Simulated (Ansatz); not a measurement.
**Effect of biaxial strain −2.50 %, plane normal [001], relaxed out of plane on Pd**

Consider Pd in the fcc (Cu type) structure (space group Fm-3m, No. 225; a = 3.841 Å; relaxed with 0.1 eV smearing). Axes: x, y, z lie along the cube axes.

Modification: compressive biaxial strain of 2.50 % in the plane normal to [001], as in epitaxy on a mismatched substrate; the out-of-plane cell vector and the atoms relax.

Computed with LDA (Ansatz, a program for electronic structure, PAW, no SOC). k-mesh 29×29×29 (Γ-centred); smearing 0.1 eV (Fermi–Dirac).

The volume per atom drops by 0.20 Å³ (14.17 Å³ → 13.97 Å³) and the space group becomes I4/mmm (No. 139) (base: Fm-3m (No. 225)). The shortest interatomic distance falls by 0.068 Å to 2.648 Å and the energy rises by 12 meV/atom. The pressure (mean of the normal stresses, compression positive) goes from zero to 3.7 GPa and the band gap remains zero. The out-of-plane strain amounts to +3.68 % and the ratio −ε⊥/ε∥ amounts to 1.47. The mean in-plane stress (compression positive) comes out as +5.6 GPa.

Final structure (turned so that z lies along the plane normal):

```xyz
1
Lattice="2.6484 0.0000 0.0000 0.0000 2.6484 0.0000 1.3242 -1.3242 1.9913" Properties=species:S:1:pos:R:3 pbc="T T T"
Pd     0.0000     0.0000     0.0000
```

Cost of the whole job for the changed cell (relaxation, final SCF and bands): around 2.1 core-minutes (rough).

Whether these cells are dynamically stable was not tested. All final runs are without spin polarisation.
